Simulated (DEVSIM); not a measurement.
Structure: abrupt Si p-n junction, at 250 K.

Layer 1 from the left is Si, thickness (μm) 0.900, Na (cm⁻³) 6.4e15, τn (s) 1.7e-7, τp (s) 1.7e-7. Layer 2 from the left is Si, thickness (μm) 76.0, Nd (cm⁻³) 4.2e14, τn (s) 1.7e-7, τp (s) 1.7e-7.

Left contact: ohmic. Right contact: ohmic. Voltage is applied to the left contact. Recombination: SRH at mid-gap. Mobility is constant in doping.

The device is made up for the run: typed textbook-type constants, with dimensions and the other settings drawn at random. Values at 300 K; Nc and Nv go as T^1.5, mobilities as T to minus their exponent, the gap by Varshni's rule with the affinity fixed.

Si: gap (eV) 1.124, affinity (eV) 4.05, permittivity 11.7, Nc (cm⁻³) 2.86e19, Nv (cm⁻³) 3.1e19, μn (cm²/Vs) 1417, μp (cm²/Vs) 470, T exponent of μn 2.3, T exponent of μp 2.2, Varshni α (eV/K) 0.000473, Varshni β (K) 636.

Simulated with DEVSIM: 1D drift-diffusion, Boltzmann statistics, complete ionisation; no tunnelling, impact ionisation, image-force lowering or self-heating.

Dark forward current:

```csv
|V| (V),|J| (A/cm²)
0.05,1.018e-9
0.10,4.203e-9
0.15,1.492e-8
0.20,5.197e-8
0.25,1.862e-7
0.30,7.261e-7
0.35,3.379e-6
0.40,2.047e-5
0.45,0.0001589
0.50,0.001430
0.55,0.01342
0.60,0.1071
0.65,0.4744
0.70,1.165
0.75,2.115
0.80,3.305
0.85,4.746
0.90,6.450
0.95,8.430
1.00,10.69
1.05,13.25
1.10,16.10
1.15,19.24
1.20,22.69
1.25,26.44
1.30,30.48
```

Problem. Work out the local ideality factor n = ΔV / (kT/q · ln(J2/J1)) between the rows 0.10 and 0.15 V, 0.50 and 0.55 V, 1.25 and 1.30 V.

Solution. kT/q = 21.54 mV. From 0.10 to 0.15 V: ln(1.492e-8/4.203e-9) = 1.267, n = 1.83. From 0.50 to 0.55 V: ln(0.01342/0.001430) = 2.239, n = 1.04, near the 1 of diffusion or emission over a barrier. From 1.25 to 1.30 V: ln(30.48/26.44) = 0.142, n = 16.32.

Problem. Estimate the current at 0.50 V from the Shockley equation with J0 = Σ q ni² D/(N L) coth(W/L), τ joining the SRH, radiative and Auger lifetimes that are on, and W taken as the whole layer.

Solution. ni² = 6.36e15 cm⁻⁶; electrons in the p layer: μ = 2160 cm²/Vs, D = 46.4 cm²/s, τ = 1.70e-7 s, L = 28.1 μm, W/L = 0.032, term 8.22e-14 A/cm²; holes in the n layer: μ = 702 cm²/Vs, D = 15.1 cm²/s, τ = 1.70e-7 s, L = 16.0 μm, W/L = 4.7, term 2.29e-14 A/cm². J0 = 1.05e-13 A/cm², and J = J0 exp(qV/kT) = 0.00127 A/cm². The simulation gives 0.00143 A/cm²; the estimate lies 11 % below. The estimate leaves out recombination in the depletion region and that region's share of W.
